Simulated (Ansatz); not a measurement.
Faces of fcc Pt, relaxed in 1x1 cells (a = 3.970 Å):

The numbers are results of PBE (plane waves to 420 eV, PAW; Ansatz, a program for electronic structure), not measurements.

| face | γ (J/m²) |
|---|---|
| (100) | 1.87 |
| (110) | 1.90 |
| (111) | 1.47 |
| (210) | 1.92 |
| (211) | 1.69 |
| (221) | 1.65 |
| (311) | 1.81 |
| (320) | 1.91 |
| (321) | 1.80 |
| (322) | 1.63 |

Q: In the Wulff construction from these faces alone, which appear on the equilibrium crystal, and with what shares of the area?

A: (111) 57 %, (211) 27 %, (221) 11 %, (100) 5 %, (311) 1 %. Cut off by their neighbours: (110), (210), (320), (321), (322). (322) misses by under 0.01 J/m². The area-weighted mean is 1.57 J/m².
